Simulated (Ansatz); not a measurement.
## What isotropic strain −1.42 % does to Pt

Base system: Pt in the hcp (Mg type) structure (space group P6_3/mmc, No. 194; a = 2.733 Å, c = 4.684 Å; a cell from a computed database, its experimental status unchecked; relaxed with 0.1 eV smearing).

Modification: an isotropic linear strain of −1.42 %; the atoms relax in the strained cell.

Calculations: PBEsol (Ansatz, an electronic-structure program; PAW; 420 eV plane waves; no spin-orbit coupling). Γ-centred 24×24×12 mesh, Fermi–Dirac width 0.1 eV.

The volume per atom shrinks by 0.64 Å³ (15.15 Å³ → 14.51 Å³) and the space group remains P6_3/mmc (No. 194). The shortest interatomic distance shrinks by 0.039 Å, from 2.733 Å to 2.694 Å and the energy goes up by 26 meV/atom. The pressure (mean of the normal stresses, compression positive) goes from zero to 13.5 GPa and the band gap stays zero.

Stability against distortions was not tested. All final runs are without spin polarisation. Pt has a high density of states at the Fermi level and may be magnetic at this level. This is not the structure that Pt has at room temperature and ambient pressure.
